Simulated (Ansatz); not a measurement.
## Element substitutions in Cd3As2

Consider Cd3As2 (space group Pn-3m, No. 224; a cell from a computed database, its experimental status unchecked).

```yaml
crystal:
  lattice:
    - [6.33312, 0.00000, 0.00000]
    - [0.00000, 6.33312, 0.00000]
    - [0.00000, 0.00000, 6.33312]
  atoms:
    - { symbol: Cd, position: [0.50000, 0.00000, 0.50000] }
    - { symbol: Cd, position: [0.50000, 0.00000, 0.00000] }
    - { symbol: Cd, position: [0.50000, 0.50000, 0.00000] }
    - { symbol: Cd, position: [0.00000, 0.50000, 0.00000] }
    - { symbol: Cd, position: [0.00000, 0.50000, 0.50000] }
    - { symbol: Cd, position: [0.00000, 0.00000, 0.50000] }
    - { symbol: As, position: [0.25000, 0.75000, 0.75000] }
    - { symbol: As, position: [0.75000, 0.75000, 0.25000] }
    - { symbol: As, position: [0.75000, 0.25000, 0.75000] }
    - { symbol: As, position: [0.25000, 0.25000, 0.25000] }
```

Each row replaces one element on all its sites; cell and atoms are relaxed.

Method: PBEsol (Ansatz, an electronic-structure program), no spin-orbit coupling.

```
case        density  shortest interatomic distance
-------  ----------  -----------------------------
base     6.37 g/cm³                        2.742 Å
As → Mo  7.22 g/cm³                        2.704 Å
As → Bi  7.67 g/cm³                        2.983 Å
As → Br  4.84 g/cm³                        3.026 Å
```

Whether these cells are dynamically stable was not tested. As relaxed here, Cd3Mo2, Cd3Bi2 and Cd3Br2 are hypothetical phases, not in the database extracts checked. All final runs are without spin polarisation. Cd3Mo2 has a high density of states at the Fermi level and may be magnetic at this level.
